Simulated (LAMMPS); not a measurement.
Surface tension of liquid Cu over temperature.

All values are model results, not measurements: classical MD, pair style eam/alloy, file Cu_mishin1.eam.alloy; code LAMMPS.

```
T (K)  surface tension  excess energy
-----  ---------------  -------------
1360   0.95 ± 0.02 N/m       1.2 J/m²
1560   0.87 ± 0.01 N/m       1.2 J/m²
1830   0.83 ± 0.02 N/m       1.2 J/m²
```

Errors shown are sampling errors alone.
